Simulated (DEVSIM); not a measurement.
Device: illuminated Si n-on-p cell, one wavelength, with a back-surface field, at 400 K.

```
layer (left to right)  material  thickness (μm)  Nd (cm⁻³)  Na (cm⁻³)  τn (s)  τp (s)  absorption coefficient (cm⁻¹)
---------------------  --------  --------------  ---------  ---------  ------  ------  -----------------------------
1                            Si           0.310     5.6e18          -  7.2e-7  6.3e-5                           2400
2                            Si            74.0          -     2.7e15  7.2e-5  7.2e-5                           2400
3                            Si           0.440          -     4.7e18  7.2e-5  7.2e-5                           2400
```

Left contact: ohmic, minority hole recombination velocity 500 cm/s. Right contact: ohmic, minority electron recombination velocity 1e6 cm/s. Voltage is applied to the left contact. Recombination: SRH at mid-gap, radiative, Auger. Gap narrowing is on: ΔEg = 6.92 meV × (l + √(l² + 0.5)), l = ln(N/1.3e17 cm⁻³), shared equally by both band edges. Light enters at the left, 7e16 photons cm⁻² s⁻¹, one pass, no reflection. Mobility is constant in doping.

Constants are typed, rounded textbook-type inputs, not results; the design itself was drawn at random and stands for no fabricated device. Values at 300 K; Nc and Nv go as T^1.5, mobilities as T to minus their exponent, the gap by Varshni's rule with the affinity fixed.

```tsv
parameter	Si
gap (eV)	1.124
affinity (eV)	4.05
permittivity	11.7
Nc (cm⁻³)	2.86e19
Nv (cm⁻³)	3.1e19
μn (cm²/Vs)	1417
μp (cm²/Vs)	470
T exponent of μn	2.3
T exponent of μp	2.2
B (cm³/s)	4.7e-15
Cn (cm⁶/s)	2.8e-31
Cp (cm⁶/s)	9.9e-32
Varshni α (eV/K)	0.000473
Varshni β (K)	636
```

Model (solved in DEVSIM): 1D drift-diffusion, Boltzmann statistics, complete ionisation; no tunnelling, impact ionisation, image-force lowering or self-heating.

Question: Tabulate band edges, carrier densities and field at -0.9 V on the left contact, in the dark.

Answer: Energies count from the Fermi level of the right contact; mesh points crowd at the junctions.

```
x (μm)   Ec (eV)  Ev (eV)  n (cm⁻³)  p (cm⁻³)  field (V/cm)
-------  -------  -------  --------  --------  ------------
0.000      0.971   -0.073    5.6e18    6.5e17        -14000
0.04128    0.968   -0.076    6.2e18    5.9e17           ≈ 0
0.1364     0.968   -0.076    6.2e18    5.9e17           ≈ 0
0.2524     0.968   -0.076    6.2e18    5.9e17           ≈ 0
0.3120     1.020   -0.076    1.4e18    5.9e17         42000
0.3582     1.034   -0.062    9.0e17    9.0e17           ≈ 0
0.4947     1.034   -0.062    8.9e17    9.0e17           ≈ 0
1.121      1.034   -0.062    8.9e17    8.9e17           ≈ 0
2.699      1.032   -0.064    8.6e17    8.7e17           ≈ 0
7.255      1.029   -0.067    8.1e17    8.1e17           ≈ 0
20.41      1.016   -0.080    6.6e17    6.6e17           -11
57.28      0.956   -0.140    3.1e17    3.1e17           -24
68.43      0.923   -0.173    2.1e17    2.1e17           -36
72.20      0.908   -0.188    1.7e17    1.7e17           -43
73.82      0.901   -0.195    1.6e17    1.6e17           -47
74.15      0.899   -0.197    1.5e17    1.6e17           -48
74.27      0.899   -0.197    1.5e17    1.6e17           700
74.31      0.959   -0.088    2.6e16    3.8e18         36000
74.38      0.967   -0.080    1.9e16    4.7e18           ≈ 0
74.54      0.967   -0.080    1.4e16    4.7e18           ≈ 0
74.68      0.966   -0.080    9.7e15    4.7e18           ≈ 0
74.75      0.966   -0.080    7.7e15    4.7e18          -210
```
